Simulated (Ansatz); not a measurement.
We consider cubic perovskite RbCdF₃, described by PBEsol-D3(BJ) (PAW; Ansatz, a program for electronic structure).

Run with plane-wave cutoff 520 eV, 8×8×8 k mesh, Fermi–Dirac smearing 0.01 eV, scalar-relativistic PAW data made under PBE.

Properties against volume:

```
V (Å³/atom)  P (GPa)  direct gap at Γ (eV)  smallest gap on the k mesh (eV)
-----------  -------  --------------------  -------------------------------
15.783          4.77                 5.236                            3.115
16.119          2.99                 5.086                            3.102
16.455          1.40                 4.942                            3.088
16.791         -0.01                 4.804                            3.073
17.127         -1.25                 4.672                            3.056
17.462         -2.36                 4.544                            3.038
17.798         -3.35                 4.422                            3.019
```

The fundamental gap (3.07 eV at the equilibrium volume, with added k points) lies elsewhere than Γ–Γ.

Note: the relaxation could not lower the start's symmetry, so the cell can be a saddle point above a distorted one.

Spin–orbit coupling is not included.
